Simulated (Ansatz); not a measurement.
The starting structures come from a database of crystals and need not be the phases stable at ambient conditions.

Tunnelling through a barrier is set by its complex band structure: the current falls as exp(−2κd) with the smallest κ.

Data:

```yaml
crystal:
  lattice:
    - [6.76508, 0.00000, 0.00000]
    - [0.90168, 6.73019, 0.00000]
    - [2.86953, -1.29080, 5.98882]
  atoms:
    - { symbol: Rb, position: [0.63026, 0.65307, 0.36974] }
    - { symbol: Rb, position: [0.36974, 0.34693, 0.63026] }
    - { symbol: Rb, position: [0.80169, 0.50000, 0.80169] }
    - { symbol: Rb, position: [0.19831, 0.50000, 0.19831] }
    - { symbol: Rb, position: [0.73220, 0.00000, 0.73220] }
    - { symbol: Rb, position: [0.26780, 0.00000, 0.26780] }
    - { symbol: Al, position: [0.15607, 0.85366, 0.84393] }
    - { symbol: Al, position: [0.84393, 0.14634, 0.15607] }
    - { symbol: O, position: [0.14687, 0.73800, 0.60021] }
    - { symbol: O, position: [0.85313, 0.26200, 0.39979] }
    - { symbol: O, position: [0.60021, 0.26200, 0.14687] }
    - { symbol: O, position: [0.39979, 0.73800, 0.85313] }
    - { symbol: O, position: [0.09904, 0.13214, 0.90096] }
    - { symbol: O, position: [0.90096, 0.86786, 0.09904] }
```

Space group of this cell: C2/m. The cell is taken as given.

Transport runs along the normal of the first two printed cell vectors.

The gap is the functional's own, uncorrected, and κ follows it; spin-orbit coupling is left out. Mid-gap values are interpolated between the computed energies.

Q: State the band gap and the smallest decay constant κ at mid-gap according to r2SCAN in Ansatz (a first-principles code).

A: Gap 3.41 eV on a 6×6×6 mesh; κ = 0.342 1/Å, at the zone centre.
